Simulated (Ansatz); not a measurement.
Ansatz (a first-principles code) run on Sr4As2O (I4mm, 7 atoms in the cell): self-consistent single point.

Computed with LDA (PW92), default PAW files made with PBE (plane waves; Ansatz).

The change in words: 1 x 1 x 1 supercell, one O atom moved by 0.02 angstrom along z. Reference geometry:
```yaml
crystal:
  lattice:
    - [-2.43616, 2.43616, 8.19896]
    - [2.43616, -2.43616, 8.19896]
    - [2.43616, 2.43616, -8.19896]
  atoms:
    - { symbol: Sr, position: [0.67331, 0.67331, 0.00000] }
    - { symbol: Sr, position: [0.32669, 0.32669, 0.00000] }
    - { symbol: Sr, position: [0.50000, 0.00000, 0.50000] }
    - { symbol: Sr, position: [0.00000, 0.50000, 0.50000] }
    - { symbol: As, position: [0.86417, 0.86417, 0.00000] }
    - { symbol: As, position: [0.13583, 0.13583, 0.00000] }
    - { symbol: O, position: [0.50000, 0.50000, 0.00000] }
```

Reference input (self-consistent single point, DFT, LDA (PW92), plane waves, default PAW files made with PBE): basis.ecutwfc = 420 eV; kpoints.mp_grid.grid = 5 5 5; hamiltonian.xc = lda; hamiltonian.pseudopotentials = {kind: paw} (the program's default PAW files); scf.occupations.method = fermi_dirac; scf.occupations.width = 0.02 eV. This run's input differs from it in these lines:

Ansatz 0.2 input:
```diff
@@ -13,3 +13,3 @@
     - { symbol: As, position: [0.13583000, 0.13583000, 0.00000000] }
-    - { symbol: O, position: [0.50000000, 0.50000000, 0.00000000] }
+    - { symbol: O, position: [0.50122000, 0.50122000, 0.00000000] }
 basis:
```

The program printed (abridged):

```
SCF iter   1: F=—  HF=-23889.130822 eV  |F-HF|=—  |Δ(HF+E_count)|=         —  Δρ=8.73e-3  dr2=1.40e-1  ethr=1.77e-3  ⟨swp⟩=12.1  Hψ=4388  notcnv=0  defer=1
all-band conjugate gradients solve this SCF's bands
preconditioner: auto → Resta (q_TF=auto, 2.333 Å⁻¹)
SCF iter   2: F=—  HF=-23889.109336 eV  |F-HF|=—  |Δ(HF+E_count)|=   2.15e-2  Δρ=5.22e-3  dr2=3.34e-2  ethr=1.85e-4  ⟨swp⟩=2.9  Hψ=1629  notcnv=0  defer=38
   [... lines left out ...]
SCF iter   4: F=—  HF=-23889.101884 eV  |F-HF|=—  |Δ(HF+E_count)|=   4.90e-4  Δρ=2.78e-4  dr2=1.11e-4  ethr=4.13e-6  ⟨swp⟩=2.0  Hψ=845  notcnv=0  defer=39
SCF iter   5: F=—  HF=-23889.101879 eV  |F-HF|=—  |Δ(HF+E_count)|=   5.61e-6  Δρ=5.47e-5  dr2=7.74e-6  ethr=1.46e-7  ⟨swp⟩=2.0  Hψ=1376  notcnv=0  defer=39
SCF iter   6: F=—  HF=-23889.102004 eV  |F-HF|=—  |Δ(HF+E_count)|=   1.25e-4  Δρ=2.11e-5  dr2=6.23e-7  ethr=1.02e-8  ⟨swp⟩=2.0  Hψ=1429  notcnv=0  defer=39
SCF iter   7: F=-23889.102004 eV  HF=-23889.102004 eV  |F-HF|=2.68e-8  |Δ(HF+E_count)|=   2.12e-8  Δρ=8.61e-6  dr2=9.63e-8  ethr=1.32e-10  ⟨swp⟩=11.9  Hψ=4020  notcnv=0
SCF 1 converged in 7 iterations: F = -23889.102004 eV  dr2 = 9.63e-8
Free energy (F): -23889.102004 eV
Internal energy: -23889.102004 eV  (E = F + TS)
E sigma→0 (E₀):  -23889.102004 eV
Fermi energy:    7.961160 eV
--- Forces (eV/Å), atoms counted from 1 ---
  atom   1  Sr    -0.00000000     0.00000000    -0.08783351
  atom   2  Sr     0.00000000    -0.00000000     0.02450119
  atom   3  Sr     0.00000000     0.00000000     0.02939969
  atom   4  Sr     0.00000000    -0.00000000     0.02939969
  atom   5  As     0.00000000     0.00000000     0.06984664
  atom   6  As    -0.00000000    -0.00000000    -0.04515598
  atom   7  O     -0.00000000    -0.00000000    -0.02016399
--- Stress (GPa, compression-positive) ---
       -3.726614      -0.000000      -0.000000
       -0.000000      -3.726614      -0.000000
       -0.000000      -0.000000      -3.519443
  P = ⅓ Tr σ = -3.6576 GPa (-36.576 kbar)
  The stress holds the Pulay correction. Without it, at fixed plane waves, as pw.x and ABINIT print it: P = -3.7524 GPa
```

The run converged in 7 iterations. Against the reference run the free energy is nearly the same (within 1 meV/atom), the pressure stays at -3.66 GPa, the largest force goes from 0.057 to 0.088 eV/Å and the gap on the mesh stays at 1.133 eV.

The starting cell comes from a database of computed structures (which also holds hypothetical and non-ambient phases and stackings), without a prior relaxation at this level. Its lattice was rescaled by up to half a per cent. For this run, on top of that: 1 x 1 x 1 supercell, one O atom moved by 0.02 angstrom along z. With a pressure of about -4 GPa the cell is away from its equilibrium volume at this level. Ansatz's pressure includes its estimate of the finite-basis (Pulay) stress.
